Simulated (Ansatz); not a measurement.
Consider CdTe in the zinc blende structure (space group F-43m, No. 216; a = 6.6186 Å).

(Cell as relaxed with PBE.)

Levels (all Ansatz, a first-principles code, PAW, earlier PAW set): PBE (420 eV, no SOC); r2SCAN (500 eV, without spin-orbit coupling).

Each level relaxes its own structure.

```
base                      PBE    r2SCAN
-------------------  --------  --------
volume per atom      36.24 Å³  35.26 Å³
lattice parameter a   6.619 Å   6.558 Å
band gap              0.58 eV   1.16 eV
```

The change: every lattice vector is shortened by 1.50 %, atoms relaxed at fixed cell.

```tsv
quantity	PBE	r2SCAN
valley order (the lowest conduction-band minima on the path, energy above the VBM, named in the base's zone)	Γ 0.72 eV; L along ⟨111⟩ 1.81 eV	Γ 1.31 eV; L along ⟨111⟩ 2.25 eV
energy relative to the base (free energy F)	+8.6 meV/atom	+9.6 meV/atom
hole mass (degenerate bands, along [100])	0.062, 0.53, 0.53 mₑ (at Γ)	0.098, 0.51, 0.51 mₑ (at Γ)
pressure	1.78 GPa	2.04 GPa
```

Both order the valleys alike; PBE's energy relative to the base lies 1.0 meV/atom below r2SCAN's; PBE's pressure lies 0.26 GPa below r2SCAN's. Neither level is exact; r2SCAN is the comparison here, not a measurement.

With Te present, leaving out spin-orbit coupling can change the band edges. The cells carry an imposed strain or load. Masses are band curvatures over ±0.01 Å⁻¹ around the edge. No phonon test of stability was made.
